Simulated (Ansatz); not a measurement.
# ScAl2 (model structure, started from the MoSi2 type, I4/mmm, No. 139, 3 atoms in the cell)

All values below come from PBEsol (Ansatz, a first-principles code, PAW).

Settings: plane-wave cutoff 520 eV, 22×22×22 k mesh, Fermi–Dirac smearing 0.05 eV, scalar-relativistic PAW data made under PBE.

Cell (relaxed at this level):

```cif
data_Al4Sc2
_chemical_formula_sum 'Sc2 Al4'
_space_group_name_H-M_alt 'I4/mmm'
_space_group_IT_number 139
_space_group_name_Hall '-I 4 2'
_cell_length_a 3.12156
_cell_length_b 3.12156
_cell_length_c 11.10934
_cell_angle_alpha 90.000
_cell_angle_beta 90.000
_cell_angle_gamma 90.000
loop_
_atom_site_label
_atom_site_type_symbol
_atom_site_symmetry_multiplicity
_atom_site_Wyckoff_symbol
_atom_site_fract_x
_atom_site_fract_y
_atom_site_fract_z
_atom_site_occupancy
Sc1 Sc 2 a 0.00000 0.00000 0.00000 1
Al1 Al 4 e 0.00000 0.00000 0.32387 1
```
(The calculation used a cell of 3 atoms; values per cell refer to that cell.)

```json
{
  "band_gap": "none",
  "bulk modulus B0": "78.5 GPa"
}
```

Note: the bulk modulus is −V dP/dV from two relaxed cells at ±2 % in volume; the relaxation could raise the start's symmetry but not lower it, so the cell can be a saddle point.

The computed numbers hold no vibrational or temperature effects.

The result took very roughly 14 core-minutes.

A model structure was made by putting elements into a prototype or built by hand; it is no filed structure, need not be a known phase, and can be a saddle point held by its symmetry.
